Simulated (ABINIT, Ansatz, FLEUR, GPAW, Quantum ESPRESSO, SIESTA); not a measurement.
## One structure in several programs: GaGe3 (P6_3/mmc, 8 atoms in the cell)

Self-consistent single point.

```
GaGe3
1.0
    5.98504     0.00000     0.00000
   -2.99252     5.18320     0.00000
    0.00000     0.00000     5.03495
Ga Ge
2 6
Direct
  0.66667   0.33333   0.25000
  0.33333   0.66667   0.75000
  0.32713   0.16356   0.75000
  0.67287   0.83644   0.25000
  0.16356   0.32713   0.25000
  0.83644   0.67287   0.75000
  0.83644   0.16356   0.75000
  0.16356   0.83644   0.25000
```

All programs got the same cell, k-point mesh and kind of occupations (in Ansatz's words: kpoints.mp_grid.grid = 3 3 4; scf.occupations.method = gaussian; scf.occupations.width = 0.0073 Ry); potentials, basis and cutoffs are each program's usual ones.

```
code                                                                                                                                      model  pressure (GPa)  largest force (eV/Å)  k-points           cutoff
----------------  -----------------------------------------------------------------------------------------------------------------------------  --------------  --------------------  --------  ---------------
GPAW                                                                                      PBEsol, GPAW PAW datasets PBEsol (made by gpaw-setup)           -4.13                 0.263         9           600 eV
FLEUR                                                                           PBEsol, all-electron FLAPW (FLEUR), scalar-relativistic valence               –                 0.289         9  Kmax 3.9 1/bohr
Ansatz                                                                                                          PBEsol, PAW files made with PBE           -3.90                 0.261         9          30.9 Ry
Quantum ESPRESSO                                                          PBEsol, PseudoDojo standard norm-conserving (PBESOL) pseudopotentials           -3.85                 0.263         9            80 Ry
SIESTA            GGA PBEsol, numerical atomic orbitals DZP, PseudoDojo PBEsol standard norm-conserving potentials (rewritten from UPF to PSML)           -0.68                 0.381        20      grid 350 Ry
ABINIT                                                           PBEsol, norm-conserving pseudopotentials (PseudoDojo nc-sr-04 PBEsol standard)           -3.85                 0.263         9            40 Ha
```

A dash marks a value that a program does not give, or that is left out as unsure.

The spread over the programs that give each value: pressure within 3.45 GPa; largest force within 0.120 eV/Å.

The starting cell comes from a database of computed structures (which also holds hypothetical and non-ambient phases and stackings), without a prior relaxation at this level. On Ansatz's run: In the base run, with a pressure of about -4 GPa the cell is away from its equilibrium volume at this level. Without a gap this mesh is coarse (it stands for a supercell whose shortest vector is 18 Å).

### Question
Why do the programs differ, and what cannot be compared?

### Answer
Differences of this kind can come from the potentials, where these differ, and from what each basis and cutoff leave unconverged. The valence holds different numbers of electrons (GPAW 30, FLEUR 110, Ansatz (an electronic-structure program) 110, Quantum ESPRESSO 110, SIESTA 110, ABINIT 110). The zero of total energies and Fermi levels follows the potentials and each program's conventions, so they are not compared here. SIESTA uses small atom-centred bases, whose incompleteness enters pressures, forces and empty levels differently from a plane-wave cutoff. FLEUR treats all electrons, but the usual bases taken here (sphere radii, linearisation, local orbitals, empty states) were not tested for convergence, so the values are no reference for the others. Ansatz's pressure is given at a fixed set of plane waves, as the other plane-wave codes print theirs; with its correction for the finite basis it is -3.87 GPa. Ansatz's smearing width was typed in Ry to four decimals, so it matches the others to a few per cent. The programs reduce the same mesh by symmetry to different extents, which changes the work and not the result. In the pressure, SIESTA (by 3.19) lies more than 1 GPa from the median of the plane-wave programs. In the force vectors, SIESTA (by 0.118) lies more than 0.08 eV/Å from the median of the plane-wave programs.

The shared mesh is coarse (it stands for a supercell whose shortest vector is 18 Å), so the values are not converged in it.

Left out of this page: CP2K (unsound by tests on forces, stress, charge or solver warnings); Elk (not drawn, or without a comparable value).

Keys are those of Ansatz 0.2.
